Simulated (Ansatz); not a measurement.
Functionals compared on the (0001) surface of hcp Ti, clean 1x1 (bottom of the slab: a bare face, its two planes held), in Ansatz (plane waves, PAW). The structure was relaxed with PBE; the other rows are single points on it. Cutoff 420 eV (500 eV for r2SCAN).

Model: 6-atom slab, 11.6 Å thick at the start with caps and adatoms (thin: gaps and levels are the slab's own), 15x15x1 mesh, Fermi-Dirac 0.1 eV, dipole correction, 2 atoms held, the rest relaxed; start symmetry kept, larger cells not searched; no spin, no spin-orbit, no U. These notes are the PBE run's.

```
functional  work function of the top face (eV)          rough cost of the single point
----------  ----------------------------------  --------------------------------------
PBE                                       4.39                                       –
LDA                                       4.57            very roughly 16 core-seconds
PBEsol                                    4.46  about 14 core-seconds (a rough figure)
RPBE                                      4.28  about 13 core-seconds (a rough figure)
r2SCAN                                    4.51            very roughly 30 core-seconds
```

Ansatz is a program for electronic structure.
